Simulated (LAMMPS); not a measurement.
Surface tension of liquid Cu over temperature.

All values are model results, not measurements: classical MD, pair style meam, file AlSiMgCuFe.meam, run in LAMMPS.

```tsv
T (K)	surface tension	excess energy
1360	0.83 ± 0.01 N/m	1.3 J/m²
1560	0.77 ± 0.02 N/m	1.3 J/m²
1830	0.69 ± 0.02 N/m	1.3 J/m²
```

The ± values are statistical; the model's systematic error is not in them.
